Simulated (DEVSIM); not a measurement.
abrupt Si p-n junction

System: abrupt Si p-n junction, at 300 K.

| layer (left to right) | material | thickness (μm) | Nd (cm⁻³) | Na (cm⁻³) | τn (s) | τp (s) |
|---|---|---|---|---|---|---|
| 1 | Si | 9.70 | - | 6.4e16 | 1.8e-5 | 1.8e-5 |
| 2 | Si | 5.00 | 1.4e15 | - | 1.8e-5 | 1.8e-5 |

Left contact: ohmic. Right contact: ohmic. Voltage is applied to the left contact. Recombination: SRH at mid-gap, radiative, Auger. Gap narrowing is on: ΔEg = 6.92 meV × (l + √(l² + 0.5)), l = ln(N/1.3e17 cm⁻³), shared equally by both band edges. Mobility is constant in doping.

Constants are typed, rounded textbook-type inputs, not results; the design itself was drawn at random and stands for no fabricated device. Values at 300 K.

```tsv
parameter	Si
gap (eV)	1.124
affinity (eV)	4.05
permittivity	11.7
Nc (cm⁻³)	2.86e19
Nv (cm⁻³)	3.1e19
μn (cm²/Vs)	1417
μp (cm²/Vs)	470
B (cm³/s)	4.7e-15
Cn (cm⁶/s)	2.8e-31
Cp (cm⁶/s)	9.9e-32
```

Model (solved in DEVSIM): 1D drift-diffusion, Boltzmann statistics, complete ionisation; no tunnelling, impact ionisation, image-force lowering or self-heating.

| Quantity | Result |
|---|---|
| Potential step across the device at zero bias | 0.706 V |
| Largest field in the device at zero bias | 20000 V/cm |
| Dark forward voltage at 1 A/cm² | 0.565 V |
| Dark forward voltage at 100 A/cm² | 0.743 V |

Small-signal capacitance in reverse bias (quasi-static):

```json
[
 {"V (V)": "-0.2", "C (nF/cm²)": "11.6"},
 {"V (V)": "-0.5", "C (nF/cm²)": "9.96"},
 {"V (V)": "-1", "C (nF/cm²)": "8.30"},
 {"V (V)": "-1.5", "C (nF/cm²)": "7.27"},
 {"V (V)": "-2", "C (nF/cm²)": "6.55"},
 {"V (V)": "-3", "C (nF/cm²)": "5.58"},
 {"V (V)": "-4", "C (nF/cm²)": "4.94"},
 {"V (V)": "-5", "C (nF/cm²)": "4.48"},
 {"V (V)": "-6.5", "C (nF/cm²)": "3.99"},
 {"V (V)": "-8", "C (nF/cm²)": "3.62"},
 {"V (V)": "-10", "C (nF/cm²)": "3.27"}
]
```

Dark reverse current:

```csv
V (V),J (A/cm²)
-0.20,-1.3e-9
-0.50,-2.2e-9
-1.00,-3.4e-9
-1.50,-4.3e-9
-2.00,-5.2e-9
-3.00,-6.6e-9
-4.00,-7.8e-9
-5.00,-8.9e-9
-6.50,-1.0e-8
-8.00,-1.2e-8
-10.00,-1.3e-8
```
